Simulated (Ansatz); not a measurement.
Start from BN in the zinc blende structure (space group F-43m, No. 216; a = 3.581 Å). Axes: x, y, z lie along the cube axes.

Calculations: Ansatz (a quantum-chemistry and plane-wave program), LDA, PAW, cutoff 420 eV, no SOC.

Now apply this change: every lattice vector is shortened by 0.50 %, atoms relaxed at fixed cell.

Problem. Predict the stress tensor and what it implies for the stiffness.

Solution. Stress of the strained cell less that of the base (GPa, compression positive):
```
   6.21    0.00    0.00
   0.00    6.21    0.00
   0.00    0.00    6.21
```

Then B = −ΔP/(ΔV/V₀) with ΔV/V₀ = -0.0149 gives secant stiffness values (nonlinear terms included at this strain): B ≈ 416 GPa.

No phonon test of stability was made.
